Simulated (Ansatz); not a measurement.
# What pressure 45 GPa does to Au

Start from Au in the fcc (Cu type) structure (space group Fm-3m, No. 225; a = 4.083 Å).

Now apply this change: a hydrostatic pressure of 45 GPa.

Method: PBEsol (Ansatz, a program for electronic structure, PAW, no SOC), earlier PAW set. Settings: 20×20×20 k-points, 0.05 eV Fermi–Dirac smearing.

```json
[
 {"quantity": "lattice parameter a", "base": "4.083 Å", "changed": "3.868 Å", "shift": "-0.215 Å"},
 {"quantity": "shortest interatomic distance", "base": "2.887 Å", "changed": "2.735 Å", "shift": "-0.152 Å"},
 {"quantity": "enthalpy H = E + PV relative to the base's energy", "base": "–", "changed": "+4.36 eV/atom", "shift": "–"},
 {"quantity": "band gap", "base": "zero", "changed": "zero", "shift": "–"}
]
```

Final structure:

```yaml
crystal:
  lattice:
    - [0.00000, 1.93400, 1.93400]
    - [1.93400, 0.00000, 1.93400]
    - [1.93400, 1.93400, 0.00000]
  atoms:
    - { symbol: Au, position: [0.00000, 0.00000, 0.00000] }
```

Cost of the whole job for the changed cell (relaxation, final SCF and bands): roughly 18 core-seconds.

Load acts through the strain it causes; cell and atoms are relaxed under it. Stability against distortions was not tested. Competing high-pressure phases were not computed.
